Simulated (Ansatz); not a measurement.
**A computed series for HfSi2: point defects**

Consider a 12-atom supercell of HfSi$_{2}$ (space group Cmcm, No. 63; a = 3.6503 Å, b = 14.3497 Å, c = 3.6352 Å) at its relaxed geometry.

One neutral defect a cell, atoms relaxed at fixed cell.

Computed with plane-wave PAW DFT at the PBEsol level (Ansatz, a first-principles code, 420 eV), no spin-orbit coupling.

```json
[
 {"case": "perfect supercell", "largest displacement of a host atom from its site in the perfect cell": "–", "pressure": "0.0 GPa"},
 {"case": "Hf vacancy, symmetric start", "largest displacement of a host atom from its site in the perfect cell": "0.15 Å", "pressure": "-3.3 GPa"},
 {"case": "Si interstitial (started 1.85 Å from the nearest host atom), symmetric start", "largest displacement of a host atom from its site in the perfect cell": "2.06 Å", "pressure": "13.8 GPa"},
 {"case": "Sn on a Si site", "largest displacement of a host atom from its site in the perfect cell": "0.15 Å", "pressure": "___"},
 {"case": "Si on a Hf site (antisite)", "largest displacement of a host atom from its site in the perfect cell": "1.50 Å", "pressure": "-1.1 GPa"},
 {"case": "H interstitial (started 1.78 Å from the nearest host atom), symmetric start", "largest displacement of a host atom from its site in the perfect cell": "0.11 Å", "pressure": "2.2 GPa"}
]
```

### Question
Some entries are withheld; estimate them.

### Answer

- Sn on a Si site, pressure: 8.2 GPa

In so small a cell the defect repeats every few ångströms: this is an ordered compound, not a dilute defect. Defects with a symmetric start kept the site's symmetry and may sit on a saddle; the others started slightly shaken. All final runs are without spin polarisation.
